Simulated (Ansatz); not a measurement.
The parent structure is HfS2 in the CdI2 type structure (space group P-3m1, No. 164; layered, stacked along the Cartesian z axis).

```yaml
crystal:
  lattice:
    - [3.60570, 0.00000, 0.00000]
    - [-1.80285, 3.12262, 0.00000]
    - [0.00000, 0.00000, 5.76762]
  atoms:
    - { symbol: Hf, position: [0.00000, 0.00000, 0.00000] }
    - { symbol: S, position: [0.33333, 0.66667, 0.25252] }
    - { symbol: S, position: [0.66667, 0.33333, 0.74748] }
```

Cartesian axes are those of the cell as printed.

Level of theory: Ansatz (a program for electronic structure), PBE-D3(BJ), PAW, cutoff 420 eV, scalar-relativistic without spin-orbit coupling.

Before the change:

The shortest interatomic distance comes out as 2.541 Å.

The change: biaxial strain −1.00 %, plane normal [001], relaxed out of plane (Cartesian); in-plane vectors clamped, the third vector and the atoms free.

**Question.** What does the calculation give for the ratio −ε⊥/ε∥ and shortest interatomic distance after the change?

**Answer.** The ratio −ε⊥/ε∥ amounts to 0.35; the shortest interatomic distance decreases by 0.008 Å, from 2.541 Å to 2.533 Å.

No phonon test of stability was made.
